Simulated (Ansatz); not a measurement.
Al2Au under a change: isotropic strain −2.00 %

The reference is Al2Au (space group Fm-3m, No. 225; a = 6.061 Å; relaxed with 0.1 eV smearing).

Now apply this change: the cell is scaled by 0.9800 in all directions; the atoms relax in the strained cell.

Method: PBE, PAW, 420 eV (Ansatz, a program for electronic structure; no SOC). Settings: 17×17×17 k-points, 0.1 eV Fermi–Dirac smearing.

| quantity | base | changed | shift |
|---|---|---|---|
| volume per atom | 18.56 Å³ | 17.46 Å³ | -1.091 Å³ |
| space group | Fm-3m (No. 225) | Fm-3m (No. 225) | – |
| shortest interatomic distance | 2.625 Å | 2.572 Å | -0.0525 Å |
| energy relative to the base (free energy F) | 0 meV/atom | +24 meV/atom | +24 meV/atom |
| pressure | 0.0 GPa | 7.3 GPa | +7.3 GPa |
| band gap | zero | zero | – |

Whether these cells are dynamically stable was not tested.
